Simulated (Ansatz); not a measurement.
**CdTe, pressure series**

The reference is CdTe in the zinc blende structure (space group F-43m, No. 216; a = 6.558 Å).

Cell and atoms are relaxed at each pressure.

The values are results of r2SCAN (Ansatz, a program for electronic structure; PAW; 500 eV plane waves; no SOC), not measurements.

Notes on the quantities. hole mass: degenerate bands, along [100].

| variant | band gap | hole mass | electron mass |
|---|---|---|---|
| base | 1.17 eV | 0.092, 0.55, 0.55 mₑ (at Γ) | 0.090 mₑ (at Γ) |
| pressure −2 GPa | 0.99 eV | 0.083, 0.60, 0.60 mₑ (at Γ) | 0.081 mₑ (at Γ) |
| pressure −1 GPa | 1.08 eV | 0.088, 0.57, 0.57 mₑ (at Γ) | 0.086 mₑ (at Γ) |
| pressure 0.9 GPa | 1.23 eV | 0.095, 0.53, 0.53 mₑ (at Γ) | 0.093 mₑ (at Γ) |
| pressure 2.1 GPa | 1.32 eV | 0.099, 0.51, 0.51 mₑ (at Γ) | 0.096 mₑ (at Γ) |
| pressure 4.5 GPa | 1.46 eV | 0.10, 0.47, 0.47 mₑ (at Γ) | 0.10 mₑ (at Γ) |
| pressure 9 GPa | 1.67 eV | 0.11, 0.42, 0.42 mₑ (at Γ) | 0.11 mₑ (at Γ) |
| pressure 15 GPa | 1.89 eV | 0.12, 0.38, 0.38 mₑ (at Γ) | 0.12 mₑ (at Γ) |
| pressure 22.5 GPa | 2.10 eV | 0.13, 0.34, 0.34 mₑ (at Γ) | 0.12 mₑ (at Γ) |
| pressure 30 GPa | 2.05 eV | 0.13, 0.31, 0.31 mₑ (at Γ) | 2.5 mₑ along k, 0.25 mₑ across (at X) |

With Te present, leaving out spin-orbit coupling can change the band edges. Load acts through the strain it causes; cell and atoms are relaxed under it. Masses are band curvatures over ±0.01 Å⁻¹ around the edge. Along k means along the line from Γ to the band edge. Stability against distortions was not tested. Measured, CdTe leaves this structure (for cinnabar) near 3.53 GPa (temperature not stated; as listed in Datta, Sujoy, Jana, Debnarayan, arXiv (2020)), on rising pressure, with hysteresis.
